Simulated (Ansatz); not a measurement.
The starting structures come from a database of crystals and need not be the phases stable at ambient conditions.

By PBEsol, the system below comes out a metal.

The ballistic (Sharvin) conductance counts the channels at the Fermi level: G/A = (e²/h) × channels of both spins per area.

Input:

```xyz
4
Lattice="4.5264 0.0000 0.0000 0.0000 4.6584 0.0000 0.0000 -0.3460 6.5119" Properties=species:S:1:pos:R:3 pbc="T T T"
Bi     1.1316     3.2345     4.8913
Bi     3.3948     1.0780     1.6207
Bi     1.1316     3.4005     1.6363
Bi     3.3948     0.9119     4.8757
```

The cell is taken as given; by PBEsol it stands under a pressure of -1.4 GPa.

The current flows along the normal of the first two printed cell vectors. No spin-orbit coupling; the value is a mean over 0.1 eV about the Fermi level.

**Question.** Predict the ballistic conductance per area from PBEsol (Ansatz, a first-principles code).

**Answer.** 0.95 × 10¹⁵ S/m² for both spins.
